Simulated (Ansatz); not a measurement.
Input and report of a finite-temperature phonon run in Ansatz (PBEsol). The cell is fixed at its relaxed static size. Melting and transitions to other phases are not modelled. An odd repeat of the supercell leaves out some zone-boundary points, where instabilities often lie.

Ansatz 0.2 input:
```yaml
crystal:
  lattice:
    - [0.0, 2.8294917349, 2.8294917349]
    - [2.8294917349, 0.0, 2.8294917349]
    - [2.8294917349, 2.8294917349, 0.0]
  atoms:
    - { symbol: As, position: [0.25, 0.25, 0.25] }
    - { symbol: Ga, position: [0.0, 0.0, 0.0] }
kpoints:
  mp_grid: { grid: [6, 6, 6] }
hamiltonian:
  xc: pbesol
  pseudopotentials: { kind: paw }
scf:
  occupations: { method: fixed }
phonons:
  supercell: [3, 3, 3]
  self_consistent:
    temperatures: [300, 600]
    max_frequency_error: 3.0
    max_frames: 240
checkpoint:
  write: run
output:
  stress: true
```

```
--- Phonons at temperature: the self-consistent harmonic approximation ---
  24 frames of 54 atoms (3×3×3 cells), in populations of 8, 8 at 600 K and 8 at 300 K: nothing lacks frames
  of 24 their SCF's own steps read whether they stand on a minimum of the electronic energy; no probe, look outside the group or whole filling of a shell is made of a frame, whatever scf.lower_state_search; one on another minimum than the …
  at 300 K
    the largest error of a frequency is 0.04 times what was asked for; the fitted model misses 1.8 % of the forces, every mode counted alike and far frames for less, of frames that it was not fitted to; the frames count as 8.0 of this …
    softest of the free energy's second derivatives: 53.07 ± 0.07 cm⁻¹ at q 0.0000 0.6667 0.0000; not told ahead of this temperature's last population
    the crystal stands in this phase at this temperature, as far as these wave vectors tell
    the ions' mean positions are those at rest
    free energy -8556.872101 ± 0.000023 eV a cell, of which vibrations -0.038548; entropy 65.105 ± 0.014 J/(mol·K) of cells
      by the supercell's own 159 modes alone, which lack the rigid motions: not to be laid beside figures on a mesh. There are none: the force constants hold no dipole–dipole term between the supercell's wave vectors
      the supercell's own free energy is the best Gaussian's, an upper bound on the crystal's: what lies beyond it on the fitted surface stands below, to be added
    pressure 0.4003 ± 0.0086 GPa; at rest -0.0262, so that the ions' motion makes +0.4265
      stress (GPa, positive in compression): xx 0.4003 ± 0.0086, yy 0.4003 ± 0.0086, zz 0.4003 ± 0.0086, yz -0.0000 ± 0.0000, xz -0.0000 ± 0.0000, xy -0.0000 ± 0.0000
      by the supercell's own 159 modes alone, which lack the rigid motions: in the warmth about 1/54 of what the motion makes, which no ± holds; not to be laid beside figures on a mesh
    beyond the Gaussian, in the hollow that it stands in and those that the ions reach from there, by exact statistics on the surface that is fitted to the frames (rings of 4 beads):
      free energy -0.000704 ± 0.000029 eV a cell
      leaving out a pair of frames, or group of many, changes the fitted energy by up to 0.02 k_B T, T the rings' temperature (one standard deviation); of these ± those of the frequencies lack the bias that few frames leave, and those of …
      pressure -0.0034 ± 0.0013 GPa; with it, by the rings' own mean, 0.3970 ± 0.0082, so that the ions' motion makes +0.4231: by the supercell's own 159 modes alone, as the Gaussian's
      mean square displacement, over the three axes, of site 1 from 0, Ga, the most changed: 0.02756 ± 0.00009 Å², of which +0.00064 beyond the Gaussian's
      softest frequency by how far the rings' centres move (above zero always: no sign of whether the crystal stands): 53.05 ± 0.08 cm⁻¹ at q 0.6667 0.6667 0.6667
    frequencies (cm⁻¹; below zero: imaginary; ±: error) of the harmonic crystal, of the Gaussian, of the free energy's second derivatives, each in its own ascending order
      q 0.0000 0.0000 0.0000
           263.15      261.50 ±  0.28      256.12 ±  0.72
           263.15      261.50 ±  0.28      256.12 ±  0.72
           263.15      261.50 ±  0.28      256.12 ±  0.72
      q 0.0000 0.0000 0.3333, and 7 like it
            54.65       53.57 ±  0.06       53.07 ±  0.07
            54.65       53.57 ±  0.06       53.07 ±  0.07
           160.18      159.04 ±  0.11      157.69 ±  0.11
           255.55      254.23 ±  0.10      249.51 ±  0.08
           255.55      254.27 ±  0.06      249.51 ±  0.08
           255.66      254.27 ±  0.06      250.68 ±  0.46
      q 0.0000 0.3333 0.3333, and 5 like it
            72.17       70.77 ±  0.05       69.89 ±  0.09
            72.17       70.77 ±  0.05       69.89 ±  0.09
           164.95      164.12 ±  0.16      162.72 ±  0.26
           247.06      246.28 ±  0.10      241.86 ±  0.28
           247.06      246.28 ±  0.10      241.86 ±  0.28
           260.92      259.32 ±  0.18      256.02 ±  0.33
      q 0.0000 0.3333 0.6667, and 11 like it
            75.21       73.73 ±  0.07       72.94 ±  0.08
           108.17      106.06 ±  0.10      105.19 ±  0.12
           185.61      184.73 ±  0.08      182.58 ±  0.08
           211.35      210.82 ±  0.04      207.70 ±  0.09
           246.99      246.15 ±  0.07      241.77 ±  0.12
           261.83      260.66 ±  0.08      256.92 ±  0.08
  at 600 K
    the largest error of a frequency is 0.07 times what was asked for; the fitted model misses 2.4 % of the forces, every mode counted alike and far frames for less, of frames that it was not fitted to; the frames count as 15.6 of this …
    softest of the free energy's second derivatives: 51.65 ± 0.10 cm⁻¹ at q 0.6667 0.6667 0.6667; ahead of this temperature's last population 51.78
    the crystal stands in this phase at this temperature, as far as these wave vectors tell
    the ions' mean positions are those at rest
    free energy -8557.131262 ± 0.000098 eV a cell, of which vibrations -0.297710; entropy 98.187 ± 0.036 J/(mol·K) of cells
      by the supercell's own 159 modes alone, which lack the rigid motions: not to be laid beside figures on a mesh. There are none: the force constants hold no dipole–dipole term between the supercell's wave vectors
      the supercell's own free energy is the best Gaussian's, an upper bound on the crystal's: what lies beyond it on the fitted surface stands below, to be added
    pressure 0.7521 ± 0.0079 GPa; at rest -0.0262, so that the ions' motion makes +0.7783
      stress (GPa, positive in compression): xx 0.7521 ± 0.0079, yy 0.7521 ± 0.0079, zz 0.7521 ± 0.0079, yz 0.0000 ± 0.0000, xz 0.0000 ± 0.0000, xy 0.0000 ± 0.0000
      by the supercell's own 159 modes alone, which lack the rigid motions: in the warmth about 1/54 of what the motion makes, which no ± holds; not to be laid beside figures on a mesh
    beyond the Gaussian, in the hollow that it stands in and those that the ions reach from there, by exact statistics on the surface that is fitted to the frames (rings of 2 beads):
      free energy -0.002895 ± 0.000134 eV a cell
      leaving out a pair of frames, or group of many, changes the fitted energy by up to 0.05 k_B T, T the rings' temperature (one standard deviation); of these ± those of the frequencies lack the bias that few frames leave, and those of …
      pressure -0.0085 ± 0.0029 GPa; with it, by the rings' own mean, 0.7437 ± 0.0066, so that the ions' motion makes +0.7699: by the supercell's own 159 modes alone, as the Gaussian's
      mean square displacement, over the three axes, of site 1 from 0, Ga, the most changed: 0.05758 ± 0.00024 Å², of which +0.00305 beyond the Gaussian's
      softest frequency by how far the rings' centres move (above zero always: no sign of whether the crystal stands): 51.65 ± 0.14 cm⁻¹ at q 0.3333 0.0000 0.0000
    frequencies (cm⁻¹; below zero: imaginary; ±: error) of the harmonic crystal, of the Gaussian, of the free energy's second derivatives, each in its own ascending order
      q 0.0000 0.0000 0.0000
           263.15      259.55 ±  0.18      249.17 ±  0.95
           263.15      259.55 ±  0.18      249.17 ±  0.95
           263.15      259.55 ±  0.18      249.17 ±  0.95
      q 0.0000 0.0000 0.3333, and 7 like it
            54.65       52.68 ±  0.10       51.65 ±  0.10
```

Ansatz is a first-principles code.
